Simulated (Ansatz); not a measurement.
## zincblende GaP (F-43m): a fit under hydrostatic pressure (both signs)

Cell and atoms relaxed with r2SCAN to each stress σ (compression positive); gaps by r2SCAN with spin-orbit coupling, rigid bands (plane waves, PAW; Ansatz, a quantum-chemistry and plane-wave program). Unloaded cell: a = 3.8548 Å, b = 3.8548 Å, c = 3.8548 Å, α = 60.00°, β = 60.00°, γ = 60.00°.

| σ (GPa) | ln(V/V₀) (%) | gap (eV) |
|---|---|---|
| 0 | 0 | 1.819 |
| -2.00 | 2.39 | 1.856 |
| 5.00 | -5.10 | 1.727 |
| 10.00 | -9.31 | 1.639 |

**Question.** Fit E_g = 1.819 eV + aσ + bσ² and ε = cσ + dσ² to the loaded rows by least squares.

**Answer.** a = -0.0186 eV/GPa, b = 5.98e-05 eV/GPa²; c = -1.13 %/GPa, d = 0.0200 %/GPa².

**Question.** One run was withheld, at σ = 2.00 GPa. Predict its gap and its ln(V/V₀), then set them beside the run.

**Answer.** E_g = 1.819 + (-0.0186)(2.00) + (5.98e-05)(2.00)² = 1.782 eV and ε = (-1.13)(2.00) + (0.0200)(2.00)² = -2.18 %. The run gave 1.783 eV and -2.17 %, misses of 0.001 eV and 0.01 percentage points.

Gaps are resolved to about 0.01 eV; third decimals are kept for the arithmetic. Every relaxation keeps the zincblende phase (space group F-43m under this load), so a transition, a distortion that breaks the symmetry or fracture can't show.
